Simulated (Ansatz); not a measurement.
**Input and output of a self-consistent single point for LiF (Fm-3m, 2 atoms in the cell) (Ansatz, an electronic-structure program)**

Level of theory: PBE (plane waves, PAW; Ansatz).

Input:

Ansatz 0.2 input:
```yaml
# LiF
crystal:
  lattice:
    - [0.00000000, 2.01500000, 2.01500000]
    - [2.01500000, 0.00000000, 2.01500000]
    - [2.01500000, 2.01500000, 0.00000000]
  atoms:
    - { symbol: Li, position: [0.00000000, 0.00000000, 0.00000000] }
    - { symbol: F, position: [0.50000000, 0.50000000, 0.50000000] }
kpoints:
  mp_grid: { grid: [7, 7, 7] }
hamiltonian:
  xc: pbe
  pseudopotentials: { kind: paw }
scf:
  occupations: { method: fermi_dirac, width: 0.02 eV }
output:
  forces: true
  eigenvalues: true
  stress: true
```

Output, abridged:

```
WARN basis.ecutwfc = 420 eV, the default
WARN ansatz: RAYON_NUM_THREADS=1 ignored (pool sized by the plan → 1); use --threads N
Pseudopotentials: kind: paw
Pseudopotential: Li, paw, valence charge 3
Pseudopotential: F, paw, valence charge 7
Crystal: 2 atoms, lattice volume = 16.363 Å³
Basis set: ecut = 420 eV, 331 PW (Γ), exchange–correlation on 40×40×40 points (8 copies of the dense FFT grid, shifted against one another)
Bands: 9, of which v1, the nominal top of the filled ones, is band 5 counted from 1 (4 counted from 0)
Symmetry: 48 space group operations
Space group: Fm-3m (ITA 225), of the structure as read, at distance tolerance 2.5e-5 Å
k-points: 20 of 343
Initial density: superposition of atomic densities (neutral atoms: chi_scale 0, normalization atom), corrected by the library's trained network
Initial wavefunctions: pseudopotential atomic-orbital guess
Eigensolver: davidson
Functional: x = pbe(κ = 0.804, μ = 0.2195149727645171), c = pbe(β = 0.06672455060314922)
SCF iter   1: F=—  HF=-1016.168144 eV  |F-HF|=—  |Δ(HF+E_count)|=         —  Δρ=9.43e-4  dr2=7.31e-5  ethr=1.77e-3  ⟨swp⟩=5.7  Hψ=1126  notcnv=0
all-band conjugate gradients solve this SCF's bands
preconditioner: auto → none
SCF iter   2: F=—  HF=-1016.168074 eV  |F-HF|=—  |Δ(HF+E_count)|=   6.98e-5  Δρ=1.45e-3  dr2=2.12e-4  ethr=7.31e-7  ⟨swp⟩=2.0  Hψ=437  notcnv=0
SCF iter   3: F=—  HF=-1016.168034 eV  |F-HF|=—  |Δ(HF+E_count)|=   4.00e-5  Δρ=6.84e-4  dr2=4.87e-5  ethr=7.31e-7  ⟨swp⟩=2.5  Hψ=250  notcnv=0
SCF iter   4: F=—  HF=-1016.168042 eV  |F-HF|=—  |Δ(HF+E_count)|=   7.53e-6  Δρ=1.87e-4  dr2=2.95e-6  ethr=4.87e-7  ⟨swp⟩=2.2  Hψ=246  notcnv=0
SCF iter   5: F=—  HF=-1016.168046 eV  |F-HF|=—  |Δ(HF+E_count)|=   4.29e-6  Δρ=1.88e-4  dr2=3.89e-6  ethr=2.95e-8  ⟨swp⟩=1.4  Hψ=195  notcnv=0
SCF iter   6: F=—  HF=-1016.168045 eV  |F-HF|=—  |Δ(HF+E_count)|=   6.11e-7  Δρ=1.21e-4  dr2=1.64e-6  ethr=2.95e-8  ⟨swp⟩=1.0  Hψ=180  notcnv=0
SCF iter   7: F=-1016.168045 eV  HF=-1016.168045 eV  |F-HF|=5.61e-8  |Δ(HF+E_count)|=   4.82e-7  Δρ=2.41e-5  dr2=6.58e-8  ethr=1.00e-9  ⟨swp⟩=2.2  Hψ=610  notcnv=0
SCF 1 converged in 7 iterations: F = -1016.168045 eV  dr2 = 6.58e-8
SCF converged after 7 iterations
Free energy (F): -1016.168045 eV
Harris-Foulkes:  -1016.168045 eV  (|F-HF|=5.61e-8)
Internal energy: -1016.168045 eV  (E = F + TS)
E sigma→0 (E₀):  -1016.168045 eV
Fermi energy:    5.544831 eV
--- Per-component energies (eV) ---
  E_band       = -117.801732
  E_kinetic    = 230.594840
  E_local      = -641.402875  (includes V_loc(G=0)·N_el)
  E_nonlocal   = 40.383538
  E_hartree    = 224.747078
  E_xc         = -91.827580
  E_vxc        = -117.792089  (∫ρ·V_xc dr)
  E_paw        = -221.812068  (= ΣΔE_a)
  E_vpaw       = -79.074423  (= ΣTr[D̂ρ^β])
  E_aug_tail   = 0.002217  (compensation charges beyond the density's cutoff)
  E_ewald      = -556.853195
  E_smearing   = -0.000000  (= −TS)
  E_closure    = -0.000000  (closes the sum)
  Σ components = -1016.168045   (vs F -1016.168045, Δ=0.00e0)
--- Forces (eV/Å), atoms counted from 1 ---
  atom   1  Li    -0.00000000     0.00000000     0.00000000
  atom   2  F      0.00000000    -0.00000000    -0.00000000
  max |Σ_I F_I| component: 4.07e-29 eV/Å
--- Stress (GPa, compression-positive) ---
        2.005262      -0.000000       0.000000
        0.000000       2.005262      -0.000000
       -0.000000      -0.000000       2.005262
  P = ⅓ Tr σ = 2.0053 GPa (20.053 kbar)
  The stress holds the Pulay correction. Without it, at fixed plane waves, as pw.x and ABINIT print it: P = 1.3387 GPa
--- Band table (eV; the first three rows and the last of 20) ---
  k-point 0: bands = ["-39.9056", "-18.9776", "0.9858", "0.9858", "0.9858", "10.0618", "24.9214", "24.9214", "24.9214"]
  k-point 1: bands = ["-39.8947", "-18.9012", "0.4342", "0.9415", "0.9415", "10.6170", "21.1057", "23.0353", "23.0353"]
  k-point 2: bands = ["-39.8702", "-18.7220", "-0.6484", "0.8454", "0.8454", "11.5105", "18.4669", "21.1109", "21.1109"]
  k-point 19: bands = ["-39.8330", "-18.3291", "-1.2221", "-0.8649", "0.2567", "15.5181", "15.9841", "19.0524", "20.2606"]
```

The run converged in 7 iterations.

The starting cell has typed, rounded lattice constants, without a prior relaxation at this level. Ansatz's pressure includes its estimate of the finite-basis (Pulay) stress. Without the estimate this run gives 1.34 GPa.
